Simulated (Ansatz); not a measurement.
Given:

```
MgO
1.0
    0.00000     2.09505     2.11520
    2.09505     0.00000     2.11520
    2.09505     2.09505     0.00000
Mg O
1 1
Direct
  0.00000   0.00000   0.00000
  0.50000   0.50000   0.50000
```

All values below come from PBEsol, rigid bands (plane waves, PAW, scalar-relativistic; Ansatz, a program for electronic structure). Condition of this run: biaxial stress xx = yy = 2 GPa (compression positive) (the target of the relaxation). How the cell was made: cell and atoms relaxed with PBEsol, then loaded as said.

Problem. What conductivity effective mass do dilute holes have at 300 K?

Solution. 2.2 (x), 2.2 (y), 2.3 (z) mₑ.

Problem. What conductivity effective mass do dilute electrons have at 300 K?

Solution. 0.36 (x), 0.36 (y), 0.35 (z) mₑ.

Problem. And the band gap?

Solution. 4.69 eV at this level; semilocal functionals usually fall short of the measured gap.

Rigid bands, one relaxation time for all states, no polarons. Spin-orbit coupling is left out.
